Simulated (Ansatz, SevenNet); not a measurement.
For AlB2-type TiB2, the machine-learned potential SevenNet-0 (trained on PBE and PBE+U data) gives:

| Quantity | Value |
|---|---|
| lattice constant a | 3.035 Å |
| c axis length | 3.231 Å |
| elastic constant C11 | 469 GPa |
| elastic constant C44 | 151 GPa |
| polycrystal shear modulus | 139 GPa |

What does r²SCAN+rVV10 (Ansatz, a program for electronic structure, plane waves, PAW) give for the same quantities?


- lattice constant a: 3.023 Å (drops by 0.4 %)
- lattice parameter c: 3.216 Å (falls by 0.5 %)
- elastic constant C11: 684 GPa (goes up by 46 %)
- elastic constant C44: 271 GPa (rises by 79 %)
- Voigt–Reuss–Hill shear modulus: 271 GPa (increases by 95 %)

For comparison: lattice constant a 3.029 Å (measured, 293 K, not corrected to a static lattice; as tabulated in R. G. Munro, J. Res. NIST 105, 709 (2000), Material Properties of Titanium …); lattice parameter c 3.229 Å (measured, 293 K, no zero-point or thermal correction; as tabulated in R. G. Munro, J. Res. NIST 105, 709 (2000), Material Properties of Titanium …); elastic constant C11 660 GPa (measured, temperature not stated, not corrected to a static lattice; as tabulated in Liu et al. (2023), arXiv:2002.00005); elastic constant C44 260 GPa (measured, temperature not stated, not corrected to a static lattice; as tabulated in Liu et al. (2023), arXiv:2002.00005).

Changes are worked out from the printed values.

Unless a cell is named, each level is at its own relaxed cell (SevenNet-0 8.59, r²SCAN+rVV10 8.48 Å³/atom).

The crystal itself was run without spin with r²SCAN+rVV10; a magnetic state was not tried in these runs.

Ansatz's density-functional and Hartree–Fock values are scalar-relativistic unless marked +SOC, with PAW data made under PBE.
